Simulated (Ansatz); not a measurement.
System: HfC (model structure, F-43m, No. 216, 2 atoms in the cell). Method: r²SCAN+rVV10 in Ansatz (PAW).

Settings: plane-wave cutoff 560 eV, 12×12×12 k mesh, Fermi–Dirac smearing 0.01 eV, scalar-relativistic PAW data made under PBE.

Cell (relaxed at this level):

```
HfC
1.0
    0.00000     2.50786     2.50786
    2.50786     0.00000     2.50786
    2.50786     2.50786     0.00000
Hf C
1 1
Direct
  0.00000   0.00000   0.00000
  0.25000   0.25000   0.25000
```

Problem. What does this level give for the band gap and direct gap at Γ?

Solution. 
- band gap = 0.53 eV (on the SCF k mesh)
- direct gap at Γ = 6.21 eV

Note: the relaxation could raise the start's symmetry but not lower it, so the cell can be a saddle point.

Spin–orbit coupling is not included.

The computed numbers hold no vibrational or temperature effects.

It cost very roughly 60 core-seconds of CPU time.

A model structure was made by putting elements into a prototype or built by hand; it is no filed structure, need not be a known phase, and can be a saddle point held by its symmetry.

Ansatz is a program for electronic structure.
